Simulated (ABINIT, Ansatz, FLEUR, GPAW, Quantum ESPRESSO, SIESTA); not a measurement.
# One structure in several programs: V₂OF₅ (C2, 8 atoms in the cell)

Self-consistent single point.

```yaml
crystal:
  lattice:
    - [4.23736, -2.43783, 0.00000]
    - [4.23736, 2.43783, 0.00000]
    - [-0.12700, 0.00000, 4.58513]
  atoms:
    - { symbol: V, position: [0.66974, 0.64368, 0.23573], spin: 2.0 }
    - { symbol: V, position: [0.35632, 0.33026, 0.76427], spin: 2.0 }
    - { symbol: O, position: [0.62101, 0.37899, 0.00000] }
    - { symbol: F, position: [0.35945, 0.64055, 0.50000] }
    - { symbol: F, position: [0.00169, 0.36167, 0.49874] }
    - { symbol: F, position: [0.63833, 0.99831, 0.50126] }
    - { symbol: F, position: [0.35915, 0.00077, 0.99684] }
    - { symbol: F, position: [0.99923, 0.64085, 0.00316] }
```
(The spins are starting values, not results.)

All programs got the same cell, k-point mesh and kind of occupations, and the same starting moments (in Ansatz's words: kpoints.mp_grid.grid = 3 3 3; magnetization.spin_polarized = true; scf.occupations.method = fermi_dirac; scf.occupations.width = 0.01 eV); potentials, basis and cutoffs are each program's usual ones.

```json
[
 {"code": "SIESTA", "model": "GGA PBEsol, numerical atomic orbitals TZP, PseudoDojo PBEsol standard norm-conserving potentials (rewritten from UPF to PSML)", "pressure (GPa)": "-11.14", "largest force (eV/Å)": "0.284", "size of the net moment (μB/atom)": "0.38", "k-points": "14", "cutoff": "grid 350 Ry"},
 {"code": "FLEUR", "model": "PBEsol, all-electron FLAPW (FLEUR), scalar-relativistic valence", "pressure (GPa)": "–", "largest force (eV/Å)": "–", "size of the net moment (μB/atom)": "0.38", "k-points": "10", "cutoff": "Kmax 4.8 1/bohr"},
 {"code": "GPAW", "model": "PBEsol, GPAW PAW datasets PBEsol (made by gpaw-setup)", "pressure (GPa)": "–", "largest force (eV/Å)": "0.314", "size of the net moment (μB/atom)": "0.38", "k-points": "10", "cutoff": "900 eV"},
 {"code": "Quantum ESPRESSO", "model": "PBEsol, PseudoDojo standard norm-conserving (PBESOL) pseudopotentials", "pressure (GPa)": "-7.04", "largest force (eV/Å)": "0.424", "size of the net moment (μB/atom)": "0.38", "k-points": "10", "cutoff": "85 Ry"},
 {"code": "Ansatz", "model": "PBEsol, PAW files made with PBE", "pressure (GPa)": "-7.22", "largest force (eV/Å)": "0.401", "size of the net moment (μB/atom)": "0.38", "k-points": "10", "cutoff": "default"},
 {"code": "ABINIT", "model": "PBEsol, PAW (JTH v2.0 PBE PAW, files made for PBE)", "pressure (GPa)": "-6.42", "largest force (eV/Å)": "0.288", "size of the net moment (μB/atom)": "0.37", "k-points": "10", "cutoff": "30 Ha"}
]
```

Size of the force on each atom (eV/Å): Sizes of forces hide their directions.

```json
[
 {"code": "SIESTA", "V1": "0.187", "V2": "0.187", "O3": "0.284", "F4": "0.212", "F5": "0.242", "F6": "0.242", "F7": "0.212", "F8": "0.212"},
 {"code": "GPAW", "V1": "0.213", "V2": "0.213", "O3": "0.314", "F4": "0.178", "F5": "0.159", "F6": "0.159", "F7": "0.159", "F8": "0.159"},
 {"code": "Quantum ESPRESSO", "V1": "0.255", "V2": "0.255", "O3": "0.424", "F4": "0.277", "F5": "0.255", "F6": "0.255", "F7": "0.262", "F8": "0.262"},
 {"code": "Ansatz", "V1": "0.253", "V2": "0.253", "O3": "0.401", "F4": "0.264", "F5": "0.243", "F6": "0.243", "F7": "0.249", "F8": "0.249"},
 {"code": "ABINIT", "V1": "0.122", "V2": "0.122", "O3": "0.288", "F4": "0.227", "F5": "0.201", "F6": "0.201", "F7": "0.209", "F8": "0.209"}
]
```

A dash marks a value that a program does not give, or that is left out as unsure.

The spread over the programs that give each value: pressure within 4.72 GPa; largest force within 0.140 eV/Å; size of the net moment within 0.01 μB/atom.

The starting cell comes from a database of computed structures (which also holds hypothetical and non-ambient phases and stackings), without a prior relaxation at this level. On Ansatz's run: The magnetic order is the one reached from the typed start; others were not searched systematically. In the base run, with a pressure of about -7 GPa the cell is away from its equilibrium volume at this level. Without a gap this mesh is coarse (it stands for a supercell whose shortest vector is 14 Å).

Question: Why do the programs differ, and what cannot be compared?

Answer: Differences of this kind can come from the potentials, where these differ, and from what each basis and cutoff leave unconverged. The zero of total energies and Fermi levels follows the potentials and each program's conventions, so they are not compared here. SIESTA uses small atom-centred bases, whose incompleteness enters pressures, forces and empty levels differently from a plane-wave cutoff. FLEUR treats all electrons, but the usual bases taken here (sphere radii, linearisation, local orbitals, empty states) were not tested for convergence, so the values are no reference for the others. Ansatz's pressure is given at a fixed set of plane waves, as the other plane-wave codes print theirs; with its correction for the finite basis it is -6.64 GPa (the shift of 0.58 GPa shows how far the cutoff is from converged). The pressure of GPAW is left out: its cutoff lies under the one at which its stress was checked. Site moments depend on each program's spheres or projections; the total moment of the cell does not. The programs reduce the same mesh by symmetry to different extents, which changes the work and not the result. In the pressure, SIESTA (by 4.10) lies more than 1 GPa from the median of the plane-wave programs. In the force vectors, SIESTA (by 0.101) and ABINIT (by 0.135) lie more than 0.08 eV/Å from the median of the plane-wave programs.

The shared mesh is coarse (it stands for a supercell whose shortest vector is 14 Å), so the values are not converged in it.

Ansatz is a first-principles code.

Keys are those of Ansatz 0.2.
